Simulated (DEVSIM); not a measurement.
Device: Au/SiON/n-InP capacitor, at 400 K.

```
layer (left to right)  material  thickness (nm)  Nd (cm⁻³)
---------------------  --------  --------------  ---------
1                          SiON            3.80          -
2                           InP            8300     5.7e15
```

Metal gate on the left, work function 5.1 eV. Fixed charge at the semiconductor interface -5e11 cm⁻² (in units of +e); no interface traps.

This is a model device: material constants are rounded textbook-type values typed into the input, and sizes, dopings and lifetimes were drawn at random. Values at 300 K; Nc and Nv go as T^1.5, mobilities as T to minus their exponent, the gap by Varshni's rule with the affinity fixed.

```
parameter         SiON       InP
----------------  ----  --------
gap (eV)             7     1.344
affinity (eV)      1.4      4.38
permittivity       5.5      12.5
Nc (cm⁻³)            -    5.7e17
Nv (cm⁻³)            -    1.1e19
Varshni α (eV/K)     -  0.000363
Varshni β (K)        -       162
```

DEVSIM, 1D Poisson equation in equilibrium, Boltzmann statistics, complete ionisation; no quantum confinement or tunnelling. Metal contacts follow the ideal Schottky-Mott rule: no Fermi-level pinning, no interface dipoles.

The gate work function was swept, all else fixed.

| gate work function (eV) | flat-band voltage (V) | minimum of the low-frequency capacitance (μF/cm²) | threshold voltage (band bending 2φF) (V) |
|---|---|---|---|
| 4.8 | 0.31 | 0.0275 | -0.59 |
| 4.95 | 0.46 | 0.0270 | -0.44 |
| 5.1 | 0.61 | 0.0275 | -0.29 |
| 5.25 | 0.76 | 0.0270 | -0.14 |
| 5.4 | 0.91 | 0.0275 | 0.01 |

From the first row to the last the flat-band voltage goes from 0.31 to 0.91.
